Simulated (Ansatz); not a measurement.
# GaP (model structure, started from the BeO type, P4₂/mnm, No. 136, 8 atoms in the cell)

These are r²SCAN+rVV10 (PAW; Ansatz, an electronic-structure program) values and carry that method's errors.

Settings: plane-wave cutoff 560 eV, 6×6×10 k mesh (along the axes of the cell as run), Fermi–Dirac smearing 0.01 eV, scalar-relativistic PAW data made under PBE.

Cell (relaxed at this level):

```
GaP
1.0
    6.63319     0.00000     0.00000
    0.00000     6.63319     0.00000
    0.00000     0.00000     3.85057
Ga P
4 4
Direct
  0.32427   0.67573   0.00000
  0.67573   0.32427   0.00000
  0.82427   0.82427   0.50000
  0.17573   0.17573   0.50000
  0.31656   0.31656   0.00000
  0.68344   0.68344   0.00000
  0.18344   0.81656   0.50000
  0.81656   0.18344   0.50000
```

```yaml
band_gap: 1.40 eV (indirect)
smallest_direct_gap_on_the_k_points_sampled: 1.58 eV
```

Note: the relaxation could raise the start's symmetry but not lower it, so the cell can be a saddle point.

Spin–orbit coupling is not included.

The computed numbers hold no vibrational or temperature effects.

A model structure was made by putting elements into a prototype or built by hand; it is no filed structure, need not be a known phase, and can be a saddle point held by its symmetry.
